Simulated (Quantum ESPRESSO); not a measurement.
Quantum ESPRESSO is run on MgH2 (P1, 12 atoms in the cell), and the run fails. The aim is a self-consistent single point with DFT, LDA (PZ), plane waves, GBRV 1.5 ultrasoft (LDA) pseudopotentials.

Input:

```fortran
&control
  calculation = 'scf',
  prefix = 'mgh2',
  outdir = './tmp/',
  pseudo_dir = './',
  tprnfor = .true.,
  tstress = .true.,
/
&system
  ibrav = 0,
  nat = 12,
  ntyp = 2,
  ecutwfc = 40,
  ecutrho = 200,
  occupations = 'smearing',
  smearing = 'fd',
  degauss = 0.000734986,
/
&electrons
  conv_thr = 1.0d-9,
/
ATOMIC_SPECIES
Mg    24.3050  mg_lda_v1.4.uspp.F.UPF
H      1.0080  H.pbe.UPF
CELL_PARAMETERS angstrom
   4.863750000     0.000000000     0.000000000
   0.000000000     4.646010000     0.000000000
   0.000000000     0.000000000     4.738670000
ATOMIC_POSITIONS bohr
Mg    8.870604702    6.534896235    6.640369680
Mg    0.157003317    2.324641486    2.325943628
Mg    4.812516561    6.536941902    2.262104941
Mg    4.260036208    2.286994190    6.754767103
H     2.270831201    4.831777534    0.177018259
H     6.976555727    3.861613399    4.671748977
H     2.397926498    4.807045158    4.685879633
H     6.937180817    3.905590849    0.329357121
H     3.552510253    0.655956715    3.178923051
H     5.792881965    8.085274730    7.731797211
H     1.082258553    0.911788000    7.713753312
H     8.036617639    7.935598635    3.259659424
K_POINTS automatic
4 4 4  0 0 0
```

Log, with long lists cut:

```
 %%%%%%%%%%%%%%%%%%%%%%%%%%%%%%%%%%%%%%%%%%%%%%%%%%%%%%%%%%%%%%%%%%%%%%%%%%%%%%
     Error in routine readpp (1):
     file ./H.pbe.UPF not found
 %%%%%%%%%%%%%%%%%%%%%%%%%%%%%%%%%%%%%%%%%%%%%%%%%%%%%%%%%%%%%%%%%%%%%%%%%%%%%%

     stopping ...
```

**Question.** Read the log: what does the program object to, and what is the fix?

**Answer.** The fault is a potential or basis that cannot be found. The input names a file or set that is not where the program looks, or that does not exist under that name. To fix it, correct the name or place the file. The program stopped before any SCF iteration.

An input that runs soundly differs in these lines (not the only fix; some lines may just follow from the change or write a value another way):
```diff
-H      1.0080  H.pbe.UPF
+H      1.0080  h_lda_v1.4.uspp.F.UPF
```

With that input, the run converged in 8 iterations: free energy E − TS -6933.2964 eV; top of the valence band (on the code's own zero) 4.01 eV; gap on the k-point mesh 1.90 eV; pressure -1.35 GPa; largest force (vector length) 0.962 eV/Å (DFT, LDA (PZ), plane waves, GBRV 1.5 ultrasoft (LDA) pseudopotentials).

On the sound input: the starting cell comes from a database of computed structures (which also holds hypothetical and non-ambient phases and stackings), without a prior relaxation at this level. Its atoms were displaced at random from the sites of space group no. 29.
